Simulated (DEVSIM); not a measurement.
Structure: Co/HfO2/p-Si capacitor, at 400 K.

Layer 1 from the left is HfO2, thickness (nm) 17.0. Layer 2 from the left is Si, thickness (nm) 5200, Na (cm⁻³) 1.2e16.

Metal gate on the left, work function 5 eV. Fixed charge at the semiconductor interface -6e11 cm⁻² (in units of +e); no interface traps.

Constants are typed, rounded textbook-type inputs, not results; the design itself was drawn at random and stands for no fabricated device. Values at 300 K; Nc and Nv go as T^1.5, mobilities as T to minus their exponent, the gap by Varshni's rule with the affinity fixed.

HfO2: gap (eV) 5.7, affinity (eV) 2.5, permittivity 22. Si: gap (eV) 1.124, affinity (eV) 4.05, permittivity 11.7, Nc (cm⁻³) 2.86e19, Nv (cm⁻³) 3.1e19, Varshni α (eV/K) 0.000473, Varshni β (K) 636.

### Question
Estimate by hand the flat-band voltage, the threshold voltage, and compare with a numerical solution.

### Answer

- Flat-band voltage: C = 1.15 μF/cm², work-function difference 0.139 V; VFB = φms − qNf/C = 0.22 V; numerical 0.22 V.
- Threshold voltage: φF = 0.264 V, depletion charge √(4εqNφF) = 4.59e-8 C/cm²; VT = VFB + 2φF + Qd/C = 0.79 V; numerical 0.79 V.

Simulated with DEVSIM: 1D Poisson equation in equilibrium, Boltzmann statistics, complete ionisation; no quantum confinement or tunnelling. Metal contacts follow the ideal Schottky-Mott rule: no Fermi-level pinning, no interface dipoles.
